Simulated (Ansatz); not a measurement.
The starting structures come from a database of crystals and need not be the phases stable at ambient conditions.

By PBEsol, the system below comes out a metal.

Here is the system:

```
CELL_PARAMETERS angstrom
      4.92312     0.00000     0.00000
      0.00000     4.92312     0.00000
      2.46156    -2.46156     3.37673
ATOMIC_POSITIONS crystal
  Mg 0.00000 0.00000 0.00000
  Mg 0.75000 0.75000 0.50000
  Cu 0.37500 0.37500 0.75000
  Cu 0.37500 0.87500 0.25000
  Cu 0.87500 0.37500 0.75000
  Cu 0.37500 0.37500 0.25000
```

Space group of this cell: I4_1/amd. The cell is strained (lengths along the current scaled by 0.97, ions clamped); by PBEsol its mean pressure is 2.1 GPa.

The current flows along the normal of the first two printed cell vectors, the (001) (indices of the unstrained crystal) plane of the conventional cell. No spin-orbit coupling; the value is a mean over 0.1 eV about the Fermi level.

Task: Predict the ballistic conductance per area from PBEsol in Ansatz (a program for electronic structure).

Result: 0.93 × 10¹⁵ S/m² for both spins.
